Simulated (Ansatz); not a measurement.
Start from LiF in the rock salt structure (space group Fm-3m, No. 225; a = 4.0679 Å).

(Cell as relaxed with PBE.)

Levels (all Ansatz, a program for electronic structure, PAW): PBE (420 eV, without spin-orbit coupling); r2SCAN (500 eV, without spin-orbit coupling).

Each level relaxes its own structure.

```csv
base,PBE,r2SCAN
volume per atom,8.41 Å³,7.94 Å³
lattice parameter a,4.068 Å,3.990 Å
band gap,8.83 eV,10.33 eV
```

Now apply this change: a hydrostatic pressure of 0.9 GPa.

```csv
quantity,PBE,r2SCAN
band gap,8.94 eV,…
shortest interatomic distance,2.025 Å,…
electron mass,0.87 mₑ (at Γ),…
```

### Question
Given the PBE results, estimate those of r2SCAN.

### Answer

- band gap, r2SCAN: 10.44 eV
- shortest interatomic distance, r2SCAN: 1.988 Å
- electron mass, r2SCAN: 0.89 mₑ (at Γ)

PBE's band gap lies 1.50 eV below r2SCAN's; PBE's shortest interatomic distance lies 0.0377 Å above r2SCAN's (1.9 %). Neither level is exact; r2SCAN is the comparison here, not a measurement.

Load acts through the strain it causes; cell and atoms are relaxed under it. Effective masses come from finite differences of ±0.01 Å⁻¹. Whether these cells are dynamically stable was not tested.
